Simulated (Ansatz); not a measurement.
The parent structure is MgB2 (space group I4/mmm, No. 139; a = 2.665 Å, c = 8.348 Å; a hypothetical phase, not in the database extracts checked).

Calculations: PBEsol/PAW in Ansatz (a program for electronic structure), scalar-relativistic without spin-orbit coupling.

For the base:

The lattice parameter a is 2.665 Å.

One thing is altered: cell and atoms relaxed at a pressure of 10 GPa.

Problem. How does this affect the lattice parameter a?

Solution. The lattice parameter a falls by 0.0694 Å (2.665 Å → 2.595 Å).

Load acts through the strain it causes; cell and atoms are relaxed under it. Stability against distortions was not tested. Competing high-pressure phases were not computed. The final runs are not spin-polarised.
